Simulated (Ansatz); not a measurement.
Ti₃GeC₂, treated with PBE (PAW; Ansatz, a quantum-chemistry and plane-wave program).

Run with plane-wave cutoff 520 eV, no spin polarisation, scalar-relativistic PAW data made under PBE.

Starting structure:

```yaml
crystal:
  lattice:
    - [3.09232, 0.00000, 0.00000]
    - [-1.54616, 2.67803, 0.00000]
    - [0.00000, 0.00000, 17.81361]
  atoms:
    - { symbol: Ti, position: [0.66667, 0.33333, 0.86700] }
    - { symbol: Ti, position: [0.33333, 0.66667, 0.13300] }
    - { symbol: Ti, position: [0.33333, 0.66667, 0.36700] }
    - { symbol: Ti, position: [0.66667, 0.33333, 0.63300] }
    - { symbol: Ti, position: [0.00000, 0.00000, 0.00000] }
    - { symbol: Ti, position: [0.00000, 0.00000, 0.50000] }
    - { symbol: Ge, position: [0.00000, 0.00000, 0.75000] }
    - { symbol: Ge, position: [0.00000, 0.00000, 0.25000] }
    - { symbol: C, position: [0.66667, 0.33333, 0.42798] }
    - { symbol: C, position: [0.33333, 0.66667, 0.57202] }
    - { symbol: C, position: [0.33333, 0.66667, 0.92798] }
    - { symbol: C, position: [0.66667, 0.33333, 0.07202] }
```

Q: Into what structure does the relaxation of cell and atoms lead at this level, with the symmetry of the start kept?

A: The volume goes up by 0.8 %; final space group P6_3/mmc.
```yaml
crystal:
  lattice:
    - [3.09555, 0.00000, 0.00000]
    - [-1.54778, 2.68082, 0.00000]
    - [0.00000, 0.00000, 17.91014]
  atoms:
    - { symbol: Ti, position: [0.66667, 0.33333, 0.86795] }
    - { symbol: Ti, position: [0.33333, 0.66667, 0.13205] }
    - { symbol: Ti, position: [0.33333, 0.66667, 0.36795] }
    - { symbol: Ti, position: [0.66667, 0.33333, 0.63205] }
    - { symbol: Ti, position: [0.00000, 0.00000, 0.00000] }
    - { symbol: Ti, position: [0.00000, 0.00000, 0.50000] }
    - { symbol: Ge, position: [0.00000, 0.00000, 0.75000] }
    - { symbol: Ge, position: [0.00000, 0.00000, 0.25000] }
    - { symbol: C, position: [0.66667, 0.33333, 0.42845] }
    - { symbol: C, position: [0.33333, 0.66667, 0.57155] }
    - { symbol: C, position: [0.33333, 0.66667, 0.92845] }
    - { symbol: C, position: [0.66667, 0.33333, 0.07155] }
```

Note: the relaxation could not lower the start's symmetry, so the cell can be a saddle point above a distorted one.
